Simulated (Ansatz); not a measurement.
An Ansatz (a quantum-chemistry and plane-wave program) input (plane-wave PAW DFT at the PBE level (Ansatz, 420 eV), no spin-orbit coupling):

Ansatz 0.2 input:
```yaml
crystal:
  lattice:
    - [4.2010012212, 0, 0]
    - [0, 4.2010012212, 0]
    - [0, 0, 2.7016168854]
  atoms:
    - { symbol: Si, position: [0.5, 0.5, 0.5] }
    - { symbol: Si, position: [0, 0, 0] }
    - { symbol: O, position: [0.8069850868, 0.8069850868, 0.5] }
    - { symbol: O, position: [0.3069850868, 0.6930149132, 0] }
    - { symbol: O, position: [0.6930149132, 0.3069850868, 0] }
    - { symbol: O, position: [0.1930149132, 0.1930149132, 0.5] }
basis: { ecutwfc: 420, ecutrho_ratio: 4, xc_grid: 2, fft_grid_basis: typed }
kpoints: { mp_grid: { grid: [8, 8, 12] } }
hamiltonian:
  xc: pbe
  dispersion: none
  pseudopotentials: { kind: paw }
scf: { occupations: { method: fermi_dirac, width: 0.05 } }
relax: { f_tol: 0.005, max_steps: 50, cell: { stress_tol: 0.01, fix: [a, b, gamma] } }
output: { forces: true, stress: true }
checkpoint: { write: state.ck, write_every: 1000 }
```

Which symmetry and how many k-points will the program report, and about how many plane waves at Γ?

Space group P42/mnm (ITA 136) with 16 operations, k-points 105 of 768, and 933 plane waves at Γ.

And the final pressure?

2.69 GPa (compression positive).

The cells carry an imposed strain or load. Whether these cells are dynamically stable was not tested. The cell was made from SiO2 in the rutile structure (space group P4_2/mnm, No. 136) by this change: biaxial strain −0.83 %, plane normal [001], relaxed out of plane.
